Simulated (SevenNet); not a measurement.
# CsCl-type CoGa

All values below come from the machine-learned potential SevenNet-l3i5 (trained on PBE and PBE+U data).

Cell: relaxed at this level.

```yaml
equilibrium_lattice_constant_a: 2.884 Å
equilibrium_volume_per_atom: 11.99 Å³/atom
```

Measured, for comparison: lattice constant a 2.878 Å (temperature not stated, copied from a table, unchecked, no zero-point or thermal correction; as tabulated in Monatshefte fuer Chemie und verwandte Teile anderer Wissenschaften 123, 509 (1992)). Computed (rounded) less measured: lattice constant a not scored (unchecked).

A machine-learned potential is trained on density-functional data: it inherits that level's misses and adds fitting errors of its own.
